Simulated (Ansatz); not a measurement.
```
CELL_PARAMETERS angstrom
      0.00000     2.80061     2.86071
      2.80061     0.00000     2.86071
      2.80061     2.80061     0.00000
ATOMIC_POSITIONS crystal
  Zn 0.00000 0.00000 0.00000
  Se 0.25000 0.25000 0.25000
```

Level of theory: r2SCAN with spin-orbit coupling, rigid bands (plane waves, PAW; Ansatz, an electronic-structure program). Condition of this run: uniaxial stress along [001] of -0.8 GPa (compression positive) (the target of the relaxation). How the cell was made: cell and atoms relaxed with PBEsol, then loaded as said.

Task: What conductivity effective mass do dilute electrons have at 300 K?

Result: 0.135 mₑ.

Task: Predict the hole conductivity mass (n e² τ/σ) at 300 K, by direction if it differs.

Result: 0.62 (x), 0.62 (y), 0.76 (z) mₑ.

Task: And the band gap?

Result: 1.77 eV at this level; semilocal functionals usually fall short of the measured gap.

Rigid bands, one relaxation time for all states, no polarons. Geometry: cell and atoms relaxed with PBEsol.
